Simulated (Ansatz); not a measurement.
The reference is BeTe in the zinc blende structure (space group F-43m, No. 216).

```yaml
crystal:
  lattice:
    - [0.00000, 2.82847, 2.82847]
    - [2.82847, 0.00000, 2.82847]
    - [2.82847, 2.82847, 0.00000]
  atoms:
    - { symbol: Te, position: [0.75000, 0.75000, 0.75000] }
    - { symbol: Be, position: [0.00000, 0.00000, 0.00000] }
```

Cartesian axes are those of the cell as printed.

Level of theory: Ansatz (a first-principles code) r2SCAN, spin-orbit coupling left out.

The change: a pure shear with ε_xz = ε_zx = -0.0342, atoms relaxed at fixed cell.

### Question
Predict the stress tensor and what it implies for the stiffness.

### Answer
Stress of the strained cell less that of the base (GPa, compression positive):
```
   0.30    0.00    3.61
   0.00   -0.05    0.00
   3.61    0.00    0.30
```

Then −Δσ/γ with γ = 2ε = -0.0684 gives secant stiffness values (nonlinear terms included at this strain): C55 ≈ 53 GPa.

As a check, the harmonic strain energy −½ V₀ Δσ:ε is 17 meV/atom; the computed energy rise is 17 meV/atom.

Stability against distortions was not tested.
